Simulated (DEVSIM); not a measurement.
System: Au/SiO2/n-Ge capacitor, at 250 K.

Layer 1 from the left is SiO2, thickness (nm) 4.40. Layer 2 from the left is Ge, thickness (nm) 3100, Nd (cm⁻³) 3.7e16.

Metal gate on the left, work function 5.1 eV. Fixed charge at the semiconductor interface -2.8e10 cm⁻² (in units of +e); no interface traps.

The device is made up for the run: typed textbook-type constants, with dimensions and the other settings drawn at random. Values at 300 K; Nc and Nv go as T^1.5, mobilities as T to minus their exponent, the gap by Varshni's rule with the affinity fixed.

SiO2: gap (eV) 9, affinity (eV) 0.9, permittivity 3.9. Ge: gap (eV) 0.664, affinity (eV) 4, permittivity 16, Nc (cm⁻³) 1.04e19, Nv (cm⁻³) 6e18, Varshni α (eV/K) 0.000477, Varshni β (K) 235.

Model (solved in DEVSIM): 1D Poisson equation in equilibrium, Boltzmann statistics, complete ionisation; no quantum confinement or tunnelling. Metal contacts follow the ideal Schottky-Mott rule: no Fermi-level pinning, no interface dipoles.

Task: What does the simulation give for the threshold voltage (band bending 2φF), the minimum of the low-frequency capacitance, the flat-band voltage?

Result: threshold voltage (band bending 2φF) 0.41 V; minimum of the low-frequency capacitance 0.0967 μF/cm²; flat-band voltage 0.99 V.
